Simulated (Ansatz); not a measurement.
# Ga2O3 with two functionals, isotropic strain −0.42 %

Base system: Ga₂O₃ in the corundum structure (space group R-3c, No. 167; a = 5.058 Å, c = 13.624 Å (hexagonal axes)).

(Cell as relaxed with PBE.)

Levels (all Ansatz, a program for electronic structure, PAW, earlier PAW set): PBE (420 eV, no spin-orbit coupling); r2SCAN (500 eV, no spin-orbit coupling).

Each level relaxes its own structure.

```
base                      PBE    r2SCAN
-------------------  --------  --------
volume per atom      10.06 Å³   9.64 Å³
lattice parameter a  505.8 pm  498.5 pm
band gap              2.41 eV   3.57 eV
```

Perturbation: an isotropic linear strain of −0.42 %, atoms relaxed at fixed cell.

```tsv
quantity	PBE	r2SCAN
electron mass	0.22 mₑ (at Γ)	[?]
shift of the gap caused by the change	+0.13 eV	[?]
gap character	indirect, Γ–S₀ (50 % along) → Γ	[?]
band gap	2.54 eV	[?]
smallest direct gap	2.77 eV	[?]
```

### Question
Given the PBE results, estimate those of r2SCAN.

### Answer

- electron mass, r2SCAN: 0.26 mₑ (at Γ)
- shift of the gap caused by the change, r2SCAN: +0.14 eV
- gap character, r2SCAN: indirect, Γ–S₀ (50 % along) → Γ
- band gap, r2SCAN: 3.71 eV
- smallest direct gap, r2SCAN: 3.97 eV

PBE's band gap lies 1.17 eV below r2SCAN's; PBE's smallest direct gap lies 1.20 eV below r2SCAN's; the two agree on the gap character. Neither level is exact; r2SCAN is the comparison here, not a measurement.

Effective masses come from finite differences of ±0.01 Å⁻¹. Whether these cells are dynamically stable was not tested.
